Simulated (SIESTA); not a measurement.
Band structure of Te₄MoW₂S₂ (P3m1, 9 atoms in the cell).

```xyz
9
Lattice="3.4200 0.0000 0.0000 -1.7100 2.9619 0.0000 0.0000 0.0000 32.5955" Properties=species:S:1:pos:R:3 pbc="T T T"
Te     1.7100     0.9873    13.1474
Te     0.0000     0.0000    17.0051
Te     0.0000     0.0000    20.7529
Te     1.7100     0.9873     9.4243
Mo     0.0000     0.0000    11.2839
W      1.7100     0.9873     3.7651
W      1.7100     0.9873    18.8793
S      0.0000     0.0000     2.2638
S      0.0000     0.0000     5.2687
```

Level of theory: LDA PW92, numerical atomic orbitals DZP, PseudoDojo LDA standard norm-conserving potentials (rewritten from UPF to PSML) in SIESTA.

Settings: XC.functional = LDA; XC.authors = PW92; potentials = PseudoDojo LDA standard; PAO.BasisSize = DZP; PAO.EnergyShift = 0.01 Ry; MeshCutoff = 300 Ry; kgrid.MonkhorstPack = 6 6 1; OccupationFunction = FD; ElectronicTemperature = 0.1 eV; MaxSCFIterations = 150; SCF.Mixer.Method = Pulay; SCF.Mixer.Weight = 0.25; SCF.Mixer.History = 8; SCF.DM.Tolerance = 1.0E-05.

The starting cell comes from a database of computed structures (which also holds hypothetical and non-ambient phases and stackings), without a prior relaxation at this level. Spin-orbit coupling is off. Values carry the incompleteness of an atom-centred basis.

### Question
Predict the gap along the standard path and the places of the band edges.

### Answer
The gap along the path is 0.31 eV, from Γ to K; the smallest direct gap on it is 0.35 eV.

Levels in eV from the top of the valence band on the path, bands 56 to 60:
```csv
point,56,57,58,59,60
Γ,-0.74,-0.74,-0.69,0.00,1.84
M,-1.11,-0.93,-0.26,-0.10,1.28
K,-2.09,-0.82,-0.12,-0.04,0.31
A,-0.74,-0.74,-0.69,0.00,1.84
L,-1.11,-0.93,-0.26,-0.10,1.28
H,-2.09,-0.82,-0.12,-0.04,0.31
```

Higher empty bands are left out: an atom-centred basis made for the valence describes them poorly.
